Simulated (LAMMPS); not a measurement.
Size effects in liquid HgTe (zinc blende) at 1040 K and zero pressure.

Model: classical MD, pair style sw, file CdTeZnSeHgS0.sw; code LAMMPS.

```json
[
 {"atoms": "64", "volume": "35.0 ± 0.3 Å³/atom", "first peak of g(r), Hg-Te": "2.95 Å, height 4.1", "D(Hg)": "(3.6 ± 0.5) × 10^-5 cm²/s", "D(Te)": "(3.0 ± 0.4) × 10^-5 cm²/s", "viscosity": "-", "rough cost (core-seconds per simulated ps)": "0.04"},
 {"atoms": "216", "volume": "35.12 ± 0.07 Å³/atom", "first peak of g(r), Hg-Te": "2.93 Å, height 3.9", "D(Hg)": "(3.9 ± 0.3) × 10^-5 cm²/s", "D(Te)": "(3.3 ± 0.3) × 10^-5 cm²/s", "viscosity": "1.64 ± 0.10 mPa s", "rough cost (core-seconds per simulated ps)": "0.3"},
 {"atoms": "4096", "volume": "35.02 ± 0.04 Å³/atom", "first peak of g(r), Hg-Te": "2.95 Å, height 4.0", "D(Hg)": "(4.67 ± 0.04) × 10^-5 cm²/s", "D(Te)": "(4.14 ± 0.09) × 10^-5 cm²/s", "viscosity": "1.2 ± 0.3 mPa s", "rough cost (core-seconds per simulated ps)": "4"},
 {"atoms": "17576", "volume": "34.93 ± 0.04 Å³/atom", "first peak of g(r), Hg-Te": "2.94 Å, height 3.9", "D(Hg)": "(4.56 ± 0.07) × 10^-5 cm²/s", "D(Te)": "(4.13 ± 0.04) × 10^-5 cm²/s", "viscosity": "-", "rough cost (core-seconds per simulated ps)": "17"}
]
```

Periodic images slow diffusion in small cells, by a term that falls as 1/L. Costs are rough.

Caution: a run this short can hold a crystal over, or a liquid under, the potential's own melting point, which these runs don't give.

Caution: the real compound melts congruently only under the pressure of its own vapour and loses its more volatile element when open.

Errors of D are the spread over four groups of atoms in one short run; a floor of about 5 %, a picked value, is safer.

Errors shown are sampling errors alone.
